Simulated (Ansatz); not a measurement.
**Thickness series in hypothetical fluorite ZrS2**

Consider ZrS2 in the fluorite structure (space group Fm-3m, No. 225; a = 6.2567 Å; a hypothetical phase, not in the database extracts checked). Axes: x, y, z lie along the cube axes.

Free-standing slabs (3 atom(s) a layer) normal to [111] with 15 Å of vacuum; in-plane cell held at bulk.

All numbers come from Ansatz (a quantum-chemistry and plane-wave program) r2SCAN, without spin-orbit coupling, earlier PAW set.

Candidates:
(a) 6 layers
(b) 1 layer
(c) 3 layers

Base values:

```
Item       Result
--------  -------
Band gap  0.13 eV
```

Q: Order them by band gap, highest first.

A: (b) 1 layer (1.45 eV), (c) 3 layers (1.11 eV), (a) 6 layers (0.54 eV)

No phonon test of stability was made. A zero or small gap of ZrS2 can be the functional's error rather than a property of the material.
